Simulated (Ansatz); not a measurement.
Levels about the gap of amorphous Al₂₈O₄₇P₂ (77 atoms in a cell of 865 Å³, 3.01 g/cm³; zone centre alone, so wide bands show as single levels with stretches between that a denser mesh fills), at the geometry that PBE relaxed, where it gives 0.3 GPa on a denser mesh. The participation number counts the atoms over which a state spreads; weights are charges in smoothed Voronoi cells. The levels come from a single point, so bond lengths are those of that geometry. Method of the levels: PBE, scalar-relativistic without spin-orbit coupling (Ansatz, a quantum-chemistry and plane-wave program). Sampling: the zone centre alone; Fermi-Dirac width 0.02 eV; no spin polarisation. At PBE the levels at the filled edge of the gap are localised (band-tail or defect states).

A CHGNet melt-quench gave the starting glass, which DFT then relaxed. O atoms were pushed apart under 1.9 Å during the dynamics, to hinder bonds among them. The hot cell started wider than the set density and was brought back towards it in steps. It is the lowest in DFT energy of 2 quenches. It is a model cell: composition and starting density were chosen by hand, and all elements were melted together. No dispersion term was used. Its density started from a set value of 3.01 and ended at 3.01 g/cm³. Cooling (nominally 410 K/ps over its main leg) ran many orders faster than in experiment, which tends to leave more defects and strain. One small periodic cell is one sample of the glass; other quenches scatter about these values. The volume was held where the preparation left it and the shape relaxed, at a PBE pressure of 0.3 GPa.

```
E - E(highest filled), eV  filling  participation number        largest on  weight O  weight Al  weight P
-------------------------  -------  --------------------  ----------------  --------  ---------  --------
-0.34                       filled                  15.9   O, 3 neighbours      0.95       0.05      0.00
-0.28                       filled                  10.9   O, 3 neighbours      0.95       0.05      0.00
-0.24                       filled                  16.1   O, 3 neighbours      0.95       0.05      0.00
-0.15                       filled                  11.4   O, 3 neighbours      0.95       0.05      0.00
-0.14                       filled                   9.1   O, 3 neighbours      0.95       0.05      0.00
-0.06                       filled                   4.7   O, 3 neighbours      0.95       0.05      0.00
0.00                        filled                  10.9   O, 3 neighbours      0.95       0.04      0.00
3.92                         empty                  65.6  Al, 4 neighbours      0.60       0.38      0.01
5.75                         empty                  21.0  Al, 4 neighbours      0.58       0.42      0.01
5.89                         empty                  36.0  Al, 5 neighbours      0.61       0.38      0.01
6.20                         empty                  49.2  Al, 4 neighbours      0.64       0.35      0.01
6.32                         empty                  37.8  Al, 4 neighbours      0.57       0.42      0.01
6.33                         empty                  28.1  Al, 4 neighbours      0.61       0.38      0.01
```

Most localised among these is the filled level at -0.06 eV, on a O atom, which has 3 neighbours (Al 1.82 Å, Al 1.83 Å, Al 1.89 Å).
